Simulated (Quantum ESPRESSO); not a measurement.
A user runs Quantum ESPRESSO on Ni3S2 (Cmcm, 10 atoms in the cell) and asks whether the run is sound. The aim is a self-consistent single point with DFT, LDA (PZ), plane waves, PSlibrary ultrasoft (LDA) pseudopotentials.

Cell that was meant: a = 5.7752 Å, b = 5.7752 Å, c = 6.8483 Å, α = 90.00°, β = 90.00°, γ = 147.69°.

Part of the input:

```fortran
K_POINTS automatic
6 6 3  0 0 0
CELL_PARAMETERS bohr
   1.60701932    -5.54707561     0.00000000
   1.60701932     5.54707561     0.00000000
   0.00000000     0.00000000     6.84835047
```

The program printed (abridged):

```
     file Ni.pz-n-rrkjus_psl.1.0.0.UPF: wavefunction(s)  3D renormalized
     Message from routine setup:
   [... lines left out ...]
        k(    1) = (   0.0000000   0.0000000   0.0000000), wk =   0.0185185
        k(    2) = (   0.0000000   0.0000000   0.2810977), wk =   0.0370370
        k(    3) = (   0.2994761   0.0867599   0.0000000), wk =   0.0740741
   [... 23 lines left out ...]

     Dense  grid:    10683 G-vectors     FFT dimensions: (  32,  32,  40)

     Smooth grid:     5813 G-vectors     FFT dimensions: (  25,  25,  32)

     Initial potential from superposition of free atoms

     starting charge      83.9987, renormalised to      84.0000
     Self-consistent Calculation

     iteration #  1     ecut=    50.00 Ry     beta= 0.70

     total energy              =    -582.32306488 Ry
     estimated scf accuracy    <       8.52356599 Ry

     iteration #  2     ecut=    50.00 Ry     beta= 0.70

     total energy              =    -583.85257758 Ry
     estimated scf accuracy    <       2.80041728 Ry

     iteration #  3     ecut=    50.00 Ry     beta= 0.70

     total energy              =    -584.37671364 Ry
     estimated scf accuracy    <       0.88358803 Ry

   [... 8 blocks of this kind left out ...]

     iteration # 12     ecut=    50.00 Ry     beta= 0.70
     Minimization algorithm failed to find Fermi energy: reverting to bisection
     Possible cause: smearing is larger than the electronic band-gap.

     total energy              =    -584.67148111 Ry
     estimated scf accuracy    <          2.1E-09 Ry

     iteration # 13     ecut=    50.00 Ry     beta= 0.70
     Minimization algorithm failed to find Fermi energy: reverting to bisection
     Possible cause: smearing is larger than the electronic band-gap.
     End of self-consistent calculation

     the Fermi energy is   109.3531 ev

!    total energy              =    -584.67148111 Ry
     estimated scf accuracy    <          3.1E-10 Ry
     smearing contrib. (-TS)   =       0.00015608 Ry
     internal energy E=F+TS    =    -584.67163719 Ry

     convergence has been achieved in  13 iterations

     Forces acting on atoms (cartesian axes, Ry/au):

     atom    1 type  1   force =     0.00000000   -0.96198842    0.00000000
     atom    2 type  1   force =     0.00000000    0.96198842    0.00000000
     atom    3 type  1   force =     0.00000000    0.73193192    0.43802091
     atom    4 type  1   force =     0.00000000   -0.73193192   -0.43802091
   [... lines left out ...]

     Total force =     2.388427     Total SCF correction =     0.000151

          total   stress  (Ry/bohr**3)                   (kbar)     P=   236608.72
   1.55318668   0.00000000   0.00000000       228481.65        0.00        0.00
   0.00000000   1.56118443   0.00000000            0.00   229658.16        0.00
   0.00000000   0.00000000   1.71092911            0.00        0.00   251686.36

   JOB DONE.
```

Question: Is this run sound? If not, what is wrong?

Answer: The run is not sound. The fault is this: cell lengths typed in angstrom where bohr is read. Bohr and ångström differ by a factor of 1.89; the cell that the program reads is then far too large or far too small. To fix it, give the lengths in the unit that the key or card expects. The run converged in 13 iterations without an error; against the sound input the free energy goes up by 137 eV/atom, the pressure goes from -12.14 to 23660 GPa and the largest force goes from 0.102 to 24.73 eV/Å. The full log also holds: “c_bands:  1 eigenvalues not converged” and “c_bands:  2 eigenvalues not converged”.

The sound input it was made from differs as follows (other fixes are possible):
```diff
-   1.60701932    -5.54707561     0.00000000
-   1.60701932     5.54707561     0.00000000
-   0.00000000     0.00000000     6.84835047
+   3.03682768   -10.48245254     0.00000000
+   3.03682768    10.48245254     0.00000000
+   0.00000000     0.00000000    12.94150591
```

With that input, the run converged in 16 iterations: free energy E − TS -9323.2841 eV; Fermi level (on the code's own zero) 12.52 eV; pressure -12.14 GPa; largest force (vector length) 0.102 eV/Å (DFT, LDA (PZ), plane waves, PSlibrary ultrasoft (LDA) pseudopotentials).

On the sound input: the starting cell comes from a database of computed structures (which also holds hypothetical and non-ambient phases and stackings), without a prior relaxation at this level. Spin polarisation is off, so a magnetic state, if there is one, cannot be reached. With a pressure of about -12 GPa the cell is away from its equilibrium volume at this level.
